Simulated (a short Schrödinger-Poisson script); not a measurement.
**Gated In0.52Al0.48As/In0.53Ga0.47As δ-doped gas in a quantum well**

System: gated In0.52Al0.48As/In0.53Ga0.47As δ-doped gas in a quantum well, at 300 K.

```tsv
layer	material	thickness (nm)	Na (cm⁻³)
1	In0.52Al0.48As	8	-
2	In0.52Al0.48As	5	-
3	In0.53Ga0.47As	8	-
4	In0.52Al0.48As	4000	3e15
```

Constants are typed, rounded textbook-type inputs, not results; the design itself was drawn at random and stands for no fabricated device. In0.52Al0.48As: permittivity 12.5, conduction-band edge (eV) 0.52, gap (eV) 1.45, electron mass (mₑ) 0.075, Nv at 300 K (cm⁻³) 1.1e19. In0.53Ga0.47As: permittivity 13.9, conduction-band edge (eV) 0, gap (eV) 0.74, Nv at 300 K (cm⁻³) 7.7e18.

Channel valleys (confinement mass, in-plane density-of-states mass, number): Γ 0.041, 0.041, 1. At the gate the conduction-band edge of layer 1 lies 0.65 eV − eVg above the Fermi level of the channel; the field vanishes at the back. Sheet of ionised δ-doping: +2.5e12 e/cm² at 8 nm from the gate. The barrier under the gate holds no holes. Gaps are held at their typed values at every temperature. Mesh 0.08 nm at interfaces.

Solved with a short Schrödinger-Poisson script written for these runs: 1D Poisson equation in equilibrium, electrons quantum, Hartree (BenDaniel-Duke, 40 states a valley, the channel's in-plane mass for all, wave functions free to enter the barrier), parabolic valleys, classical holes, full ionisation, no traps, pinning or gate leakage.

```tsv
Vg (V)	electrons (cm⁻²)	in the channel layer	C (μF/cm²)	Γ E0 (meV)	Γ E1 (meV)
0.4	1.61e12	1.54e12	0.584	-93.1	108.4
0.35	1.43e12	1.37e12	0.580	-82.3	119.8
0.3	1.25e12	1.20e12	0.575	-71.4	131.2
0.25	1.07e12	1.03e12	0.569	-60.3	142.9
0.2	8.99e11	8.63e11	0.561	-48.8	154.9
0.15	7.27e11	6.98e11	0.550	-36.8	167.5
0.1	5.59e11	5.37e11	0.532	-24.0	180.9
0.05	3.99e11	3.84e11	0.503	-9.8	195.8
0	2.51e11	2.42e11	0.452	7.0	213.2
-0.05	1.26e11	1.22e11	0.355	28.6	235.4
-0.1	4.28e10	4.12e10	0.199	59.2	266.2
-0.15	9.02e9	8.68e9	0.0688	100.4	307.6
-0.2	1.48e9	1.43e9	0.0289	147.3	354.6
-0.25	2.30e8	2.22e8	0.0224	195.5	402.7
-0.3	3.55e7	3.42e7	0.0221	243.8	451.1
-0.35	5.48e6	5.27e6	0.0230	292.2	499.4
```

Gate voltages with under 1e6 electrons/cm² are left out.

Subbands count from the Fermi level.
